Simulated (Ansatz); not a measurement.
MgO (P6₃mc, No. 186, 4 atoms in the cell; start mp-549706; a measured phase of this formula has another space group), treated with PBE0 in Ansatz (PAW).

Numerical settings: plane-wave cutoff 460 eV, 9×9×6 k mesh (along the axes of the cell as run), Fermi–Dirac smearing 0.01 eV, scalar-relativistic PAW data made under PBE.

Cell (relaxed with PBEsol):

```
MgO
1.0
    3.30276     0.00000     0.00000
   -1.65138     2.86028     0.00000
    0.00000     0.00000     5.02103
Mg O
2 2
Direct
  0.33333   0.66667   0.00375
  0.66667   0.33333   0.50375
  0.33333   0.66667   0.40085
  0.66667   0.33333   0.90085
```

Q: What does this level give for the band gap?

A: 
band gap: 5.80 eV (on the SCF k mesh)

Note: cell and atoms aren't relaxed at this level (pressure -0.9 GPa).

Computing time: around 3 core-minutes (rough).

A start named mp-… is a Materials Project structure, which need not be a measured phase.

Ansatz is an electronic-structure program.
